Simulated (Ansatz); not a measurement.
Start from Ge in the diamond structure (space group Fd-3m, No. 227; a = 5.674 Å). Axes: x, y, z lie along the cube axes.

Level of theory: r2SCAN in Ansatz (plane waves to 500 eV, PAW, spin-orbit coupling left out).

Strains are applied to the cell and any free atomic positions relax; under biaxial strain the out-of-plane vector relaxes too.

One change was made to it. Results:

The pressure (mean of the normal stresses, compression positive) rises by 1.48 GPa to 1.49 GPa; the band gap increases by 0.06 eV to 0.42 eV; the energy grows by 4.7 meV/atom.

### Question
Name the change that was made.
A) biaxial strain −1.50 %, plane normal [001], relaxed out of plane
B) biaxial strain −0.50 %, plane normal [001], relaxed out of plane
C) biaxial strain −3.00 %, plane normal [001], relaxed out of plane
D) biaxial strain −2.50 %, plane normal [001], relaxed out of plane

### Answer
A, biaxial strain −1.50 %, plane normal [001], relaxed out of plane. For comparison, the energy relative to the base in the other runs: biaxial strain −2.50 %, plane normal [001], relaxed out of plane gives +13 meV/atom; biaxial strain −0.50 %, plane normal [001], relaxed out of plane gives +0.5 meV/atom; biaxial strain −3.00 %, plane normal [001], relaxed out of plane gives +19 meV/atom.

No phonon test of stability was made.

Ansatz is an electronic-structure program.
